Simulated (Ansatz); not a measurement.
# Hexagonal WC

Computed with Hartree–Fock (Ansatz, a program for electronic structure, plane waves, PAW).

Numerical settings: plane-wave cutoff 460 eV, 12×12×10 k mesh (along the axes of the cell as run), Fermi–Dirac smearing 0.05 eV, no spin polarisation, scalar-relativistic PAW data made under PBE.

Cell (relaxed at this level):

WC is modelled in the hexagonal space group P-6m2 (No. 187), Pearson symbol hP2. Lattice parameters: a = b = 2.9148 Å, c = 2.8334 Å, α = β = 90.00°, γ = 120.00°. W on 1a is surrounded by 6 C at 2.200 Å and 8 W at 2.833–2.915 Å. C on 1d has 6 W at 2.200 Å (trigonal prismatic). (Neighbours: up to the widest gap in distance over summed covalent radii, below 1.35, at either atom; cation-cation and far metal-metal contacts left out.)

```
Quantity               Value
-------------------  -------
lattice parameter a  2.915 Å
lattice parameter c  2.833 Å
```

Measured, for comparison: lattice constant a 2.906 Å, lattice parameter c 2.837 Å (300 K, no zero-point or thermal correction; as tabulated in Wikipedia's data pages). Computed (rounded) less measured: lattice constant a +0.3 %, lattice parameter c -0.1 %.

Note: the run has no spin polarisation, so it can have missed a magnetic state.

Spin–orbit coupling is not included.
